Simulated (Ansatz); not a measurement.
## Effect of pressure 0.9 GPa on Ru

Consider Ru in the hcp (Mg type) structure (space group P6_3/mmc, No. 194; a = 2.676 Å, c = 4.221 Å).

Modification: cell and atoms relaxed at a pressure of 0.9 GPa.

Method: LDA (Ansatz, a program for electronic structure; PAW; 420 eV plane waves; scalar-relativistic without spin-orbit coupling). Settings: 20×20×11 k-points, 0.05 eV Fermi–Dirac smearing.

The volume per atom decreases by 0.03 Å³ (13.09 Å³ → 13.06 Å³) and the density rises by 0.03 g/cm³ (12.82 g/cm³ → 12.85 g/cm³). The c/a ratio is still 1.577 and the enthalpy H = E + PV relative to the base's energy is +0.07 eV/atom. The band gap stays zero.

Load acts through the strain it causes; cell and atoms are relaxed under it. No phonon test of stability was made. The final runs are not spin-polarised.
